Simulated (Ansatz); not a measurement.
An Ansatz (an electronic-structure program) run: TiAl with a change (pressure 45 GPa); PBE, PAW, 420 eV (Ansatz; no spin-orbit coupling).

Input:

Ansatz 0.2 input:
```yaml
crystal:
  lattice:
    - [2.657051261, 0, 0]
    - [0, 2.657051261, 0]
    - [0, 0, 3.8217836217]
  atoms:
    - { symbol: Al, position: [0.5, 0.5, 0.5] }
    - { symbol: Ti, position: [0, 0, 0] }
basis: { ecutwfc: 420, ecutrho_ratio: 4, xc_grid: 2, fft_grid_basis: typed }
kpoints: { mp_grid: { grid: [16, 16, 12] } }
hamiltonian:
  xc: pbe
  dispersion: none
  pseudopotentials: { kind: paw }
scf: { occupations: { method: fermi_dirac, width: 0.05 } }
relax: { f_tol: 0.01, max_steps: 60, cell: { stress_tol: 0.02, p_target: 45.0 } }
output: { forces: true, stress: true }
checkpoint: { write: state.ck, write_every: 1000 }
```

Output (explanatory and most iteration lines left out):

```
Relaxation: its limit of steps is 60 (relax.max_steps)
Pseudopotential: Al, paw, valence charge 3
Pseudopotential: Ti, paw, valence charge 12
Crystal: 2 atoms, lattice volume = 26.981 Å³
Basis set: ecut = 420 eV, 521 PW (Γ), exchange–correlation on 36×36×54 points (8 copies of the dense FFT grid, shifted against one another)
Bands: 12, of which v1, the nominal top of the filled ones, is band 8 counted from 1 (7 counted from 0)
Symmetry: 16 space group operations
Space group: P4/mmm (ITA 123), of the structure as read, at distance tolerance 3.0e-5 Å
k-points: 315 of 3072
Functional: x = pbe(κ = 0.804, μ = 0.2195149727645171), c = pbe(β = 0.06672455060314922)
SCF iter   1: F=—  HF=-3037.547894 eV  |F-HF|=—  |Δ(HF+E_count)|=         —  Δρ=5.21e-3  dr2=1.13e-2  ethr=1.77e-3  ⟨swp⟩=4.9  Hψ=19148  notcnv=0
SCF iter   2: F=—  HF=-3037.546592 eV  |F-HF|=—  |Δ(HF+E_count)|=   1.30e-3  Δρ=3.52e-3  dr2=6.35e-3  ethr=7.56e-5  ⟨swp⟩=1.0  Hψ=6300  notcnv=0
SCF 1 converged in 6 iterations: F = -3037.545258 eV  dr2 = 2.32e-10
relax step   1: F+E_penalty+E_count = -3037.54525797 eV  Δ(F+E_penalty+E_count) = +0.000e0 eV  max|allowed force component| = 9.861e-32 eV/Å  Δτ_max = 0.0000 Å  P = +30.001 GPa  Ω = 26.981 Å³  (6 SCF iters, dr2 threshold 1.00e-7 eV, accepted)
[... steps on the carried basis left out ...]
relax step   7: F+E_penalty+E_count = -3037.16632302 eV  Δ(F+E_penalty+E_count) = +4.840e-4 eV  max|allowed force component| = 7.396e-32 eV/Å  Δτ_max = 0.0000 Å  P = +44.993 GPa  Ω = 25.349 Å³  stress off target by 1.09e-2 GPa  SCF on the basis re-selected at this cell (its energy is not comparable with the rows above)  (6 SCF iters)
SCF converged after 6 iterations
Free energy (F): -3037.166323 eV
Internal energy: -3037.153246 eV  (E = F + TS)
E sigma→0 (E₀):  -3037.159785 eV
Entropy (-TS):   -0.013077 eV (-6.538 meV/atom)
Fermi energy:    14.561074 eV
--- Forces (eV/Å), atoms counted from 1 ---
  atom   1  Al    -0.00000000     0.00000000     0.00000000
  atom   2  Ti    -0.00000000    -0.00000000     0.00000000
--- Stress (GPa, compression-positive) ---
       44.994953       0.000000       0.000000
        0.000000      44.994953       0.000000
        0.000000       0.000000      44.989109
  P = ⅓ Tr σ = 44.9930 GPa (449.930 kbar)
--- Relaxed structure (6 steps of the walk, 6 accepted, 1 SCFs on fresh bases) ---
  cell:  # Å, volume = 25.3489 Å³
    - [2.609528557720749, 3.732213619729625e-35, 0.0]
    - [3.732213619729625e-35, 2.609528557720749, 0.0]
    - [0.0, 0.0, 3.722496665547527]
  atoms:
    - { symbol: Al, position: [0.5, 0.5, 0.5] }
    - { symbol: Ti, position: [2.3104189926030617e-33, -4.118046071574423e-84, 0.0] }
```

Load acts through the strain it causes; cell and atoms are relaxed under it. No phonon test of stability was made. Competing high-pressure phases were not computed. The final runs are not spin-polarised. The cell was made from TiAl (space group P4/mmm, No. 123) by this change: pressure 45 GPa.
